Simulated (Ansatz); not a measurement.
CsCl-type CoAl, treated with RPBE in Ansatz (PAW).

Settings: plane-wave cutoff 520 eV, 22×22×22 k mesh, Fermi–Dirac smearing 0.039 eV (set by the program), no spin polarisation, scalar-relativistic PAW data made under PBE.

Computed at the level's own relaxed cell.

Hill averages of the elastic tensor: K = 168.7 GPa, G = 110.1 GPa. Volume 11.870 Å³/atom, mean atomic mass 42.957 u.

Problem. Work out the density, the sound velocities of a polycrystal and the elastic Debye temperature, and Pugh's ratio at this level.

Solution. ρ = 1.66054 × 42.957/11.870 = 6.009 g/cm³. v_l = √[(K + 4G/3)/ρ] = 7.246 km/s and v_t = √(G/ρ) = 4.280 km/s. The mean follows from 3/v_m³ = 1/v_l³ + 2/v_t³: v_m = 4.742 km/s. Θ_D = (ħ/k_B) v_m (6π²/V)^(1/3) = 76.38 K Å s/km × 4.742 × 1.7087 Å⁻¹ = 619 K, counting all atoms of the cell. K/G = 1.53, to be set beside Pugh's rough bound of 1.75 between brittle and ductile metals.

Ansatz is an electronic-structure program.
